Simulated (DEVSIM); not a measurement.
System: Mo/SiO2/p-InP capacitor, at 300 K.

```csv
layer (left to right),material,thickness (nm),Na (cm⁻³)
1,SiO2,6.90,-
2,InP,12000,2.7e15
```

Metal gate on the left, work function 4.6 eV. Fixed charge at the semiconductor interface 0 cm⁻² (in units of +e); interface traps 3e11 cm⁻² eV⁻¹, uniform in energy, neutral level at 0.5 of the gap above the valence band.

This is a model device: material constants are rounded textbook-type values typed into the input, and sizes, dopings and lifetimes were drawn at random. Values at 300 K.

| parameter | SiO2 | InP |
|---|---|---|
| gap (eV) | 9 | 1.344 |
| affinity (eV) | 0.9 | 4.38 |
| permittivity | 3.9 | 12.5 |
| Nc (cm⁻³) | - | 5.7e17 |
| Nv (cm⁻³) | - | 1.1e19 |

Simulated with DEVSIM: 1D Poisson equation in equilibrium, Boltzmann statistics, complete ionisation; no quantum confinement or tunnelling. Metal contacts follow the ideal Schottky-Mott rule: no Fermi-level pinning, no interface dipoles.

Q: Tabulate band edges, carrier densities and field at -0.3 V on the gate.

A: Energies count from the Fermi level of the right contact; mesh points crowd at the junctions.

```
x (μm)    Ec (eV)  Ev (eV)  n (cm⁻³)  p (cm⁻³)  field (V/cm)
--------  -------  -------  --------  --------  ------------
0.000       4.000   -5.000     < 1e2     < 1e2         79000
0.001393    4.011   -4.989     < 1e2     < 1e2         79000
0.003895    4.031   -4.969     < 1e2     < 1e2         79000
0.005996    4.047   -4.953     < 1e2     < 1e2         79000
0.007735    0.576   -0.768     1.2e8   1400000         20000
0.01056     0.582   -0.762     9.6e7   1700000         20000
0.01737     0.595   -0.749     5.7e7   2900000         20000
0.04382     0.647   -0.697   7800000     2.1e7         19000
0.1008      0.748   -0.596    150000     1.1e9         17000
0.2353      0.937   -0.407       100    1.6e12         11000
0.5599      1.118   -0.226     < 1e2    1.8e15          1200
1.821       1.129   -0.215     < 1e2    2.7e15           ≈ 0
4.387       1.129   -0.215     < 1e2    2.7e15           ≈ 0
8.635       1.129   -0.215     < 1e2    2.7e15           ≈ 0
10.98       1.129   -0.215     < 1e2    2.7e15           ≈ 0
11.58       1.129   -0.215     < 1e2    2.7e15           ≈ 0
11.83       1.129   -0.215     < 1e2    2.7e15           ≈ 0
11.94       1.129   -0.215     < 1e2    2.7e15           ≈ 0
11.99       1.129   -0.215     < 1e2    2.7e15           ≈ 0
12.00       1.129   -0.215     < 1e2    2.7e15           ≈ 0
12.00       1.129   -0.215     < 1e2    2.7e15           ≈ 0
12.01       1.129   -0.215     < 1e2    2.7e15           ≈ 0
```
